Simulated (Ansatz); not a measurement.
Take HfSi$_{2}$ (space group Cmcm, No. 63; a = 3.650 Å, b = 14.351 Å, c = 3.635 Å) as the base. Axes: x, y, z lie along a, b, c of the conventional cell.

Calculations: Kohn–Sham DFT with the PBEsol functional, run in Ansatz (a first-principles code) with PAW and 420 eV plane waves, no SOC, earlier PAW set.

Strains are applied to the cell and any free atomic positions relax; under stress the whole cell relaxes.

One change was made to it. Results:

```json
[
 {"quantity": "energy relative to the base (free energy F)", "base": "0 meV/atom", "after": "+1.8 meV/atom"},
 {"quantity": "shortest interatomic distance", "base": "2.412 Å", "after": "2.402 Å"}
]
```

Problem. What was done to the base?
A) tensor shear ε_yz = +3.00 %
B) strain tensor (xx, yy, zz, yz, xz, xy) = (−0.01, +0.68, +0.27, +0.58, +0.21, −0.33) %
C) uniaxial stress, 5 GPa compression along z

Solution. B, strain tensor (xx, yy, zz, yz, xz, xy) = (−0.01, +0.68, +0.27, +0.58, +0.21, −0.33) %. For comparison, the energy relative to the base in the other runs: tensor shear ε_yz = +3.00 % gives +21 meV/atom; uniaxial stress, 5 GPa compression along z gives +5.1 meV/atom.

Without a gap, meshes like the base's 13×13×13 leave anisotropic stresses uncertain by several tenths of a GPa, and small strain energies with them. Beyond what the load breaks, stability against distortions was not tested. All final runs are without spin polarisation.
